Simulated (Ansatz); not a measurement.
Functionals compared on the (30-31) surface of hcp Zn in its 1x1 cell, outermost plane spacing 0.38 Å in the ideal cut, in Ansatz (plane waves, PAW). The structure was relaxed with PBE; the other rows are single points on it, each with its references at the same level. Cutoff 420 eV (500 eV for r2SCAN).

Set-up: 28 atoms, 10.2 Å thick at the start (thin: gaps and levels are the slab's own); mesh 14x3x1; 0.1 eV smearing; dipole correction on; all atoms relaxed; held to the part of the start's symmetry that mesh and held atoms allow; no spin, no spin-orbit, no U. These notes are the PBE run's.

| functional | surface energy (J/m²) | work function of the top face (eV) | rough cost of the single point |
|---|---|---|---|
| PBE | 0.37 | 4.10 | – |
| LDA | 0.59 | 4.42 | very roughly 6 core-minutes |
| PBEsol | ? | ? | very roughly 7 core-minutes |
| RPBE | 0.25 | 3.96 | about 6 core-minutes (a rough figure) |
| r2SCAN | 0.44 | 4.20 | roughly 14 core-minutes |

### Question
What belongs in the gaps?

### Answer

- PBEsol, surface energy (J/m²): 0.54
- PBEsol, work function of the top face (eV): 4.22

Ansatz is a program for electronic structure.
